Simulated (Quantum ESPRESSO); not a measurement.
A self-consistent single point of Ce3Mg (Pm-3m, 4 atoms in the cell) with Quantum ESPRESSO.

Method: PBEsol, SSSP 1.1.2 efficiency (PBE) pseudopotentials (plane waves; Quantum ESPRESSO).

```
Ce3Mg
1.0
    4.81469     0.00000     0.00000
    0.00000     4.81469     0.00000
    0.00000     0.00000     4.81469
Ce Mg
3 1
Direct
  0.50000   0.50000   0.00000
  0.00000   0.50000   0.50000
  0.50000   0.00000   0.50000
  0.00000   0.00000   0.00000
```
Moments meant for the start (each program seeds them in its own way; μB, in the order of the atoms Ce Ce Ce Mg): 1.0 1.0 1.0 0.0.

Reference input (self-consistent single point, DFT, PBEsol, plane waves, SSSP 1.1.2 efficiency (PBE) pseudopotentials): ecutwfc = 50 Ry; ecutrho = 400 Ry; occupations = smearing; smearing = fd; degauss = 0.0036749 Ry; nspin = 2; input_dft = pbesol; potentials = {Ce: Ce.GGA-PBE-paw-v1.0.UPF, Mg: Mg.pbe-n-kjpaw_psl.0.3.0.UPF}; K_POINTS = automatic 4 4 4 0 0 0; conv_thr = 1e-11 Ry; mixing_beta = 0.3. This run's input differs from it in these lines:

```diff
@@ -18,2 +18,3 @@
   degauss = 0.0036749,
+  nbnd = 20,
   nspin = 2,
```

The program printed (abridged):

```
     Self-consistent Calculation

     iteration #  1     ecut=    50.00 Ry     beta= 0.30

     total energy              =   -1459.49775253 Ry
     estimated scf accuracy    <       0.38952953 Ry

     total magnetization       =     2.00 Bohr mag/cell
     absolute magnetization    =     2.37 Bohr mag/cell

     iteration #  2     ecut=    50.00 Ry     beta= 0.30

     total energy              =   -1459.64295551 Ry
     estimated scf accuracy    <       0.76829080 Ry

     total magnetization       =     0.59 Bohr mag/cell
     absolute magnetization    =     0.91 Bohr mag/cell

     iteration #  3     ecut=    50.00 Ry     beta= 0.30

   [... lines left out ...]

     negative rho (up, down):  0.000E+00 5.512E-06

     total energy              =   -1458.90447648 Ry
     estimated scf accuracy    <          3.1E-10 Ry

     total magnetization       =     1.77 Bohr mag/cell
     absolute magnetization    =     1.77 Bohr mag/cell

     iteration #100     ecut=    50.00 Ry     beta= 0.30
     c_bands:  2 eigenvalues not converged

     negative rho (up, down):  0.000E+00 5.511E-06

     total energy              =   -1458.90447799 Ry
     estimated scf accuracy    <          5.6E-09 Ry

     total magnetization       =     1.77 Bohr mag/cell
     absolute magnetization    =     1.77 Bohr mag/cell
     End of self-consistent calculation

     convergence NOT achieved after 100 iterations: stopping

   JOB DONE.
```

The run ended unconverged after 100 iterations.  The full log also holds: “c_bands:  5 eigenvalues not converged”.

The starting cell comes from a database of computed structures (which also holds hypothetical and non-ambient phases and stackings), without a prior relaxation at this level. Spin-orbit coupling is off.

Cost on one core of a shared machine: roughly 10 min.
